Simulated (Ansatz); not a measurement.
Band structure of LiF (Fm-3m, 2 atoms in the cell).

```yaml
crystal:
  lattice:
    - [0.00000, 2.01803, 2.01803]
    - [2.01803, 0.00000, 2.01803]
    - [2.01803, 2.01803, 0.00000]
  atoms:
    - { symbol: Li, position: [0.00000, 0.00000, 0.00000] }
    - { symbol: F, position: [0.50000, 0.50000, 0.50000] }
```

Computed with PBE, PAW files (plane waves; Ansatz, a quantum-chemistry and plane-wave program).

Settings: basis.ecutwfc = 420 eV; kpoints.mp_grid.grid = 9 9 9; hamiltonian.xc = pbe; hamiltonian.pseudopotentials = {kind: paw} (the program's default PAW files); scf.occupations.method = fixed; kpoints.band_path.npoints = 8.

The starting cell comes from a database of computed structures (which also holds hypothetical and non-ambient phases and stackings), without a prior relaxation at this level. Its lattice was rescaled by a random factor within 2.5 % of one.

Predict the gap along the standard path and the places of the band edges.

The gap along the path is 9.04 eV, direct at Γ to within 0.01 eV.

Levels in eV from the top of the valence band on the path, bands 2 to 8:
```tsv
point	2	3	4	5	6	7	8
Γ	-19.95	0.00	0.00	0.00	9.04	23.88	23.88
X	-19.26	-2.97	-0.99	-0.99	14.77	16.46	17.39
W	-19.29	-2.05	-2.05	-0.79	15.02	15.02	17.39
K	-19.30	-2.47	-1.55	-0.73	14.46	14.87	18.36
L	-19.52	-2.50	-0.22	-0.22	10.76	16.68	18.86
U	-19.30	-2.47	-1.55	-0.73	14.46	14.87	18.36
```

Keys are those of Ansatz 0.2.
